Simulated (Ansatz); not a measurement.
# NaF: uniaxial strain ε_zz = +2.00 %

Consider NaF in the rock salt structure (space group Fm-3m, No. 225; a = 4.6291 Å). Axes: x, y, z lie along the cube axes.

Perturbation: the cell is stretched by 2.00 % along z with no lateral relaxation, atoms relaxed at fixed cell.

Level of theory: plane-wave PAW DFT at the PBEsol level (Ansatz, a quantum-chemistry and plane-wave program, 420 eV), scalar-relativistic without spin-orbit coupling. Settings: 12×12×12 k-points, 0.05 eV Fermi–Dirac smearing.

- Volume per atom = 12.65 Å³ (base 12.40 Å³)
- Space group = I4/mmm (No. 139) (base Fm-3m (No. 225))
- Shortest interatomic distance = 231.5 pm (base 231.5 pm)
- Energy relative to the base (free energy F) = +1.4 meV/atom
- Pressure (mean of the normal stresses, compression positive) = -0.87 GPa (base 0.00 GPa)
- Band gap = 6.09 eV (base 6.20 eV)
- Gap character = direct at Γ (base direct at Γ)
- Electron mass = 0.56 mₑ (at Γ) (base 0.56 mₑ (at Γ))
- Stress (xx, yy, zz, yz, xz, xy; compression positive) = (-0.43, -0.43, -1.77, 0.00, 0.00, 0.00) GPa

Final structure:

```
CELL_PARAMETERS angstrom
      0.00000     2.31454     2.36083
      2.31454     0.00000     2.36083
      2.31454     2.31454     0.00000
ATOMIC_POSITIONS crystal
  Na 0.00000 0.00000 0.00000
  F  0.50000 0.50000 0.50000
```

Effective masses come from finite differences of ±0.01 Å⁻¹. Whether these cells are dynamically stable was not tested. Labels are those of the standard path for the cell's own space group.
